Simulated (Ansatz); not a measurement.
Base system: Zr in the hcp (Mg type) structure (space group P6_3/mmc, No. 194; a = 3.182 Å, c = 5.124 Å; relaxed with 0.1 eV smearing). Axes: x lies along a and z along c of the hexagonal cell.

Method: PBEsol/PAW in Ansatz (a program for electronic structure), no spin-orbit coupling.

Before the change:

| Property | Result |
|---|---|
| Shortest interatomic distance | 3.153 Å |
| Band gap | zero |

One thing is altered: uniaxial strain ε_zz = −1.50 %, all other strain components held at zero; the atoms relax in the strained cell.

Estimate the effect on the stress.

The stress (xx, yy, zz, yz, xz, xy; compression positive) comes out as (1.1, 1.1, 2.7, 0.0, 0.0, 0.0) GPa.

What does the calculation give for the shortest interatomic distance after the change?

The shortest interatomic distance shrinks by 0.0311 Å, from 3.153 Å to 3.121 Å.

How does this affect the energy relative to the base?

The energy increases by 2.8 meV/atom.

How does this affect the band gap?

The band gap remains zero.

Stability against distortions was not tested. The final runs are not spin-polarised.
